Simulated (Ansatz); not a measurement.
We consider corundum Ga2O3 (metastable phase), described by PBE (Ansatz, a program for electronic structure, PAW).

Settings: plane-wave cutoff 520 eV, 8×8×8 k mesh, Fermi–Dirac smearing 0.01 eV, scalar-relativistic PAW data made under PBE.

Results at a series of volumes:

```tsv
V (Å³/atom)	E − E_lowest (meV/atom)	P (GPa)
9.657	10.76	8.89
9.858	2.59	4.20
10.059	0.00	0.00
10.260	2.40	-3.76
10.462	9.28	-7.13
```

Question: What bulk modulus B0 and pressure derivative B′ does a third-order Birch–Murnaghan fit give?

Answer: V0 = 10.059 Å³/atom, B0 = 199 GPa, B′ = 4.5 (fit to the energies at full precision).

Shape and atoms are relaxed at each volume.

Measured, for comparison: bulk modulus 220 ± 9 GPa (room temperature, not corrected to a static lattice, equation of state from high-pressure X-ray diffraction, our sources range from 220 to 252; as tabulated in Phys. Rev. B 77, 094123 (2008), gallium oxide under pressure (UNLV record)). Computed (rounded) less measured: bulk modulus not scored (sources differ).

Note: the bulk modulus comes from volumes at which shape and atoms were relaxed.
